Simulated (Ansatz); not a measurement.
The starting structures come from a database of crystals and need not be the phases stable at ambient conditions.

 Where the default PAW files enter, the runs use the earlier of Ansatz's two default sets.

Inside the gap of an insulator the Bloch states are evanescent, with a wavenumber k + iκ along the transport direction.

Data:

```
CELL_PARAMETERS angstrom
      4.93680     0.00000     0.00000
      0.00000     6.52407     0.02411
      0.00000    -1.40519     4.02079
ATOMIC_POSITIONS crystal
  Tl 0.25000 0.24001 0.62000
  Tl 0.75000 0.75999 0.38000
  Cl 0.75000 0.26479 0.13239
  Cl 0.25000 0.73521 0.86761
```

Space group of this cell: Cmcm. The cell was relaxed by PBE-D3(BJ); by PBEsol its mean pressure is -1.9 GPa.

Transport runs along the normal of the first two printed cell vectors.

No gap correction and no spin-orbit coupling; mid-gap values are interpolated between computed energies.

Give the band gap and the smallest decay constant κ at mid-gap that PBEsol run with Ansatz (a program for electronic structure) yields.

Gap 2.39 eV on a 6×8×8 mesh; κ = 0.264 1/Å, at (0.000, 0.167) of the in-plane reciprocal vectors. At the zone centre, at the nearest computed energy, the slowest state has κ = 0.32 1/Å.
